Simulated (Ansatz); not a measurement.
By hand: formation energy of Ni_Al in Al (fcc, Fm-3m)

We look at the formation energy of Ni_Al in Al (fcc, Fm-3m). Reaction: 63 Al (fcc) + Ni (fcc) → cell A.

A: a supercell of 64 sites of Al (fcc, Fm-3m) with Ni on an Al site (12 Al at 2.79 Å); spin state with PBE: no moments.

Ni (fcc, Fm-3m), 1 atom in the cell; spin state with PBE: net moment 0.6 μB a cell.

Method: Ansatz (a program for electronic structure), PAW, neutral cells at 0 K with nuclei at rest, on structures from PBE. Ansatz runs with its default PAW set. Other levels take these structures. The lattices are those relaxed with PBE, so at other levels the solids can be strained, which adds to the spread. Larger cells are relaxed from a start prepared with the learned potential CHGNet, on a coarser mesh till forces fall under 0.03 eV/Å, which some starts already meet. A dispersion term (D3(BJ), or D4 for r2SCAN) was computed beside these levels and is taken off wherever the name lacks it. No search over spin orders was made beyond those shown. Mesh and cell size may move defect energies by 0.1 eV or more. Cell A has symmetry Fm-3m within 0.02 Å and got no random move, so less symmetric positions, which may lie lower, weren't tried.

Total energies of the cells in eV, at zero smearing width. They compare only within one column; the weights balance every element.

```tsv
cell	atoms	weight	PBE	PBEsol
A: Al:Ni_Al	64	+1	-39703.42349	-38852.30799
Al (fcc)	64	−63/64	-34400.48348	-33571.31442
Ni (fcc)	1	−1	-5839.72159	-5804.95654
```

PBE: (-39703.42349) − 63/64 × (-34400.48348) − (-5839.72159) = -0.726 eV.

PBEsol: (-38852.30799) − 63/64 × (-33571.31442) − (-5804.95654) = -0.589 eV.
